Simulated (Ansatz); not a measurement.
# Quick settings and what they miss: LaSi₂Ir₂ (I4/mmm, 5 atoms in the cell)

Self-consistent single point.

```xyz
5
Lattice="-2.0746 2.0746 5.1979 2.0746 -2.0746 5.1979 2.0746 2.0746 -5.1979" Properties=species:S:1:pos:R:3 pbc="T T T"
La     0.0000     0.0000     0.0000
Si     0.0000     0.0000     6.5394
Si     0.0000     0.0000     3.8564
Ir     2.0746     0.0000     2.5990
Ir     0.0000     2.0746     2.5990
```

Method: LDA (PW92), PAW files made with PBE (plane waves; Ansatz, an electronic-structure program).

Base settings: basis.ecutwfc = 420 eV; kpoints.mp_grid.grid = 9 9 9; hamiltonian.xc = lda; hamiltonian.pseudopotentials = {kind: paw} (the program's default PAW files); scf.occupations.method = cold; scf.occupations.width = 0.2 eV.

Tight run (finer mesh or higher cutoff; not a proven limit): basis.ecutwfc: 420 eV → 590 eV; kpoints.mp_grid.grid: 9 9 9 → 13 13 13; scf.convergence.dr2_threshold: default (1e-07 eV) → 1e-09 eV. It gave Fermi level (on the code's own zero) 15.65 eV; pressure -8.86 GPa; largest force (vector length) 0.221 eV/Å.

Quick runs, as changes from the base:
- A: the base itself
- B: basis.ecutwfc: 420 eV → 295 eV; kpoints.mp_grid.grid: 9 9 9 → 4 4 4; scf.convergence.dr2_threshold: default (1e-07 eV) → 0.001 eV
- C: basis.ecutwfc: 420 eV → 250 eV; kpoints.mp_grid.grid: 9 9 9 → 6 6 6; kpoints.mp_grid.shift: default → 0.5 0.5 0.5
- D: basis.ecutwfc: 420 eV → 210 eV; kpoints.mp_grid.grid: 9 9 9 → 8 8 8; scf.convergence.dr2_threshold: default (1e-07 eV) → 0.0001 eV
- E: basis.ecutwfc: 420 eV → 250 eV; kpoints.mp_grid.grid: 9 9 9 → 1 1 1
- F: basis.ecutwfc: 420 eV → 210 eV; kpoints.mp_grid.grid: 9 9 9 → 2 2 2

Energies are extrapolated to zero smearing width, which holds to low order in the width alone.

The count of work is k-points × plane waves × bands × iterations; it is no time. 

Pressures in the table are Ansatz's without its Pulay estimate, at a fixed set of plane waves; the tight run's value above holds the estimate.

The starting cell comes from a database of computed structures (which also holds hypothetical and non-ambient phases and stackings), without a prior relaxation at this level. Its lattice was rescaled by a random factor within 2.5 % of one. Spin polarisation is off. In the base run, with a pressure of about -9 GPa the cell is away from its equilibrium volume at this level.

```
run  energy less tight (meV/atom)  pressure less tight (GPa)  largest miss in a force vector (eV/Å)  count of work / tight
---  ----------------------------  -------------------------  -------------------------------------  ---------------------
A                             0.2                      -0.01                                  0.004                   0.20
B                            77.6                      -4.75                                  0.004                  0.014
C                           454.1                     -27.58                                  0.049                  0.036
D                          2118.1                     -95.93                                  0.123                  0.043
E                          1554.1                     -15.11                                  0.036                 0.0018
F                          2045.8                     -99.19                                  0.107                 0.0033
```

Among the runs at the tight run's level, the energy misses run from 0.2 to 2118.1 meV/atom.

Keys are those of Ansatz 0.2.
